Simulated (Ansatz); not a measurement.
For SiRh (model structure, started from the NbAs type, I4₁md, No. 109, 4 atoms in the cell), PBEsol in Ansatz (PAW) gives:

- equilibrium lattice constant a = 3.363 Å
- c axis length = 9.568 Å

Task: What does PBE-D3(BJ) in Ansatz (PAW) give for the same quantities?

Result: 
- lattice constant a: 3.363 Å (stays essentially unchanged)
- lattice parameter c: 9.545 Å (shrinks by 0.2 %)

Changes are worked out from the printed values.

Unless a cell is named, each level is at its own relaxed cell (PBEsol 13.52, PBE-D3(BJ) 13.50 Å³/atom).

Ansatz's density-functional and Hartree–Fock values are scalar-relativistic unless marked +SOC, with PAW data made under PBE.

A model structure was made by putting elements into a prototype or built by hand; it is no filed structure, need not be a known phase, and can be a saddle point held by its symmetry.

Ansatz is a quantum-chemistry and plane-wave program.
